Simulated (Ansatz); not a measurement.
The parent structure is Pd in the fcc (Cu type) structure (space group Fm-3m, No. 225; a = 3.910 Å; relaxed with 0.1 eV smearing).

Structures relaxed with Ansatz (a program for electronic structure) r2SCAN, without spin-orbit coupling.

Base:

Simulated powder pattern, Mo Kα, λ = 0.71073 Å (kinematic, ideal powder, no thermal factors, no anomalous dispersion; the 10 strongest lines at most, above 2 %, up to 2θ = 40°):

```csv
2θ (°),I/Imax (%),hkl
18.11,100,(111)
20.94,49,(200)
29.79,33,(220)
35.08,39,(311)
36.70,11,(222)
```

After one change:

Simulated powder pattern, Mo Kα, λ = 0.71073 Å (kinematic, ideal powder, no thermal factors, no anomalous dispersion; the 10 strongest lines at most, above 2 %, up to 2θ = 40°):

```tsv
2θ (°)	I/Imax (%)
18.39	100
21.27	49
30.25	33
35.64	39
37.28	11
```

Question: Name the change that was made.
A) isotropic strain −1.00 %
B) isotropic strain −1.50 %
C) isotropic strain −2.00 %
D) isotropic strain −2.50 %

Answer: B, isotropic strain −1.50 %. Its volume per atom is 14.29 Å³ against 14.95 Å³, and its space group is Fm-3m (No. 225).

Whether these cells are dynamically stable was not tested. All final runs are without spin polarisation. Pd has a high density of states at the Fermi level and may be magnetic at this level.
